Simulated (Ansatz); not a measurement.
Base system: Mo₂N in the anti-anatase structure (space group I4_1/amd, No. 141; a = 4.2551 Å, c = 7.9255 Å).

Method: r2SCAN (Ansatz, a quantum-chemistry and plane-wave program), without spin-orbit coupling, earlier PAW set.

One change was made to it. Results:

```json
[
 {"quantity": "density", "base": "9.53 g/cm³", "after": "11.69 g/cm³"},
 {"quantity": "shortest interatomic distance", "base": "2.089 Å", "after": "1.973 Å"},
 {"quantity": "c/a ratio", "base": "1.863", "after": "1.820"}
]
```

### Question
Which change produced these results?
A) pressure 100 GPa
B) pressure −1 GPa
C) pressure 7 GPa
D) pressure 30 GPa
E) pressure −2 GPa

### Answer
A, pressure 100 GPa. For comparison, the density in the other runs: pressure −2 GPa gives 9.47 g/cm³; pressure 30 GPa gives 10.32 g/cm³; pressure −1 GPa gives 9.50 g/cm³; pressure 7 GPa gives 9.73 g/cm³.

Load acts through the strain it causes; cell and atoms are relaxed under it. Whether these cells are dynamically stable was not tested. Competing high-pressure phases were not computed. All final runs are without spin polarisation.
